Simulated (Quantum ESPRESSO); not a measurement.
## Convergence study of the k-point mesh at a smearing width of 0.02 eV for ScAl (P4mm, 2 atoms in the cell)

```
CELL_PARAMETERS angstrom
      3.38046     0.00000     0.00000
      0.00000     3.38046     0.00000
      0.00000     0.00000     3.38046
ATOMIC_POSITIONS crystal
  Sc 0.50000 0.50000 0.51479
  Al 0.00000 0.00000 0.00000
```

Method: PBEsol, GBRV 1.5 ultrasoft (PBESOL) pseudopotentials (plane waves; Quantum ESPRESSO).

Base settings: ecutwfc = 50 Ry; ecutrho = 400 Ry; occupations = smearing; smearing = fd; degauss = 0.0073499 Ry; potentials = {Sc: sc_pbesol_v1.uspp.F.UPF, Al: al_pbesol_v1.uspp.F.UPF}; K_POINTS = automatic 5 5 5 0 0 0; conv_thr = 1e-09 Ry.

In this ladder: degauss = 0.00147 Ry.

Only quantities that move along the ladder and can be compared are tabulated.

The count of work is k-points × plane waves × bands × iterations; it is no time. 

The starting cell comes from a database of computed structures (which also holds hypothetical and non-ambient phases and stackings), without a prior relaxation at this level. Its lattice was rescaled by up to half a per cent. One atom was moved a little off its site on purpose. Without a gap this mesh is coarse (it stands for a supercell whose shortest vector is 17 Å).

| K_POINTS | free energy less the last step's (meV/atom) | pressure (GPa) | largest difference of a force vector from the last step's (eV/Å) | count of work / last |
|---|---|---|---|---|
| automatic 4 4 4 0 0 0 | -14.75 | -2.11 | 0.008 | 0.017 |
| automatic 5 5 5 0 0 0 | 13.58 | -2.53 | 0.002 | 0.019 |
| automatic 6 6 6 0 0 0 | 2.55 | -2.48 | 0.003 | 0.043 |
| automatic 7 7 7 0 0 0 | 5.23 | -2.51 | 0.002 | 0.043 |
| automatic 9 9 9 0 0 0 | -1.04 | -2.45 | 0.001 | 0.080 |
| automatic 11 11 11 0 0 0 | 0.92 | -2.36 | 0.000 | 0.13 |
| automatic 13 13 13 0 0 0 | 0.01 | -2.44 | 0.001 | 0.21 |
| automatic 16 16 16 0 0 0 | 0.23 | -2.44 | 0.000 | 0.44 |
| automatic 19 19 19 0 0 0 | 0.14 | -2.45 | 0.000 | 0.59 |
| automatic 23 23 23 0 0 0 | 0.00 | -2.48 | 0.000 | 1.0 |

Coarsest K_POINTS that holds the free energy within 0.5 meV/atom of the last step, with all finer ones: automatic 13 13 13 0 0 0, at 0.21 of the last step's count of work; the step before is off by 0.92 meV/atom.

Coarsest K_POINTS that holds the forces within 0.005 eV/Å of the last step, with all finer ones: automatic 5 5 5 0 0 0, at 0.019 of the last step's count of work; the step before is off by 0.008 eV/Å.

State of the pressure at the end of the ladder: still drifting one way, by 0.03 GPa over the last two steps, so the last step is no safe reference.
